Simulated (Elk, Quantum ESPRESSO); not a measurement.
# Equation of state of hcp Cd (space group 194): energy against volume (Elk, LDA)

```xyz
2
Lattice="2.8641 0.0000 0.0000 -1.4321 2.4804 0.0000 0.0000 0.0000 5.4014" Properties=species:S:1:pos:R:3 pbc="T T T"
Cd     1.4321     0.8268     4.0511
Cd     0.0000     1.6536     1.3504
```

Level of theory: LDA (PW92), all-electron FP-LAPW, Elk's shipped species files, LAPW+lo basis (Elk). Settings: xctype = 3; rgkmax = 9.12; stype = 3; swidth = 0.00183747 Ha; ngridk = 23 23 11; gmaxvr = 14 1/bohr; nxoapwlo = 1; rmtscf = 0.98; sphere radii = {Cd: 2.548} bohr. The cell above is the first row's. The rows scale it uniformly. In all rows fractional positions and the k mesh are held. E is the free energy at the stated smearing, counted from the lowest row.

| V (Å^3/atom) | E (meV/atom) |
|---|---|
| 19.186 | 8.21 |
| 19.603 | 1.83 |
| 20.020 | 0.00 |
| 20.437 | 2.23 |
| 20.854 | 7.76 |
| 21.271 | 16.19 |
| 21.689 | 27.36 |
| 22.106 | 40.59 |
| 22.523 | ? |

Using the third-order Birch-Murnaghan form, a cubic in V^(-2/3), estimate the missing E at V = 22.523 from the other rows, showing the fit.

With u = V^(-2/3) - 0.133, the rows have u = 0.006533, 0.004547, 0.002630, 0.000779, -0.001010, -0.002741, -0.004420, -0.006042. Least squares gives E = 4.186 - 2988.9·u + 526081·u² + 3903083·u³. Residuals (row less fit): 0.009, -0.009, -0.035, 0.051, 0.023, -0.061, 0.022, 0.001; standard error 0.047 (degrees of freedom: 4). Its minimum lies at u = 0.002756, so V0 = (0.135756)^(-3/2) = 19.99. There d²E/du² = 1117000 and d³E/du³ = 2.342e7, so B0 = (4/9) × 19.99^(-7/3) × 1117000 × 0.160218 = 73.3 GPa (the last factor turns the table's units into GPa), and B0' = 4 + (2/3) × 0.135756 × (2.342e7)/1117000 = 5.9. At the withheld row, u = -0.007614, so E = 4.186 - 2988.9 × (-0.007614) + 526081 × (-0.007614)² + 3903083 × (-0.007614)³ = 55.719 meV/atom. The calculation gives 55.58 meV/atom, 0.139 meV/atom below the prediction (0.3 % of the range of E in the table). The row lies outside the fitted rows, so this is an extrapolation. From the scatter of the fitted rows alone, a prediction at this place has a standard error of 0.113 meV/atom, so the miss is 1.2 times that.

Carrying the step between the two nearest rows on in a straight line would have given 53.82, off by 1.76; series whose last step already gives the withheld value aren't shown. The scan was laid around a cell of about the measured size, scaled by a guess for this functional; axis ratios and inner coordinates come from that cell. The runs keep the symmetry of the cell, so they don't test it for distortions. A plane-wave scan with the same functional (Quantum ESPRESSO, GBRV) gives V0 = 20.16 Å^3/atom and B0 = 74.1 GPa; a Birch-Murnaghan fit to all rows here lies -0.8 % from it in V0 and -1 % in B0; the two differ in basis, and may differ in potentials and mesh. Values depend on the basis (sphere radii, cutoffs, local orbitals), which need not be converged. The shape of the cell and the inner coordinates aren't relaxed, so V0 and B0 belong to this uniform scaling; a relaxed crystal lies no higher in energy and is usually softer. Sphere radii are the same in all rows. Cutoffs and mesh are single choices, not tested for convergence of this quantity. Series with a scatter that would blur these digits, or in which a gap closes, are not shown. Nor are scans whose minimum lies at an end fitted in this form.
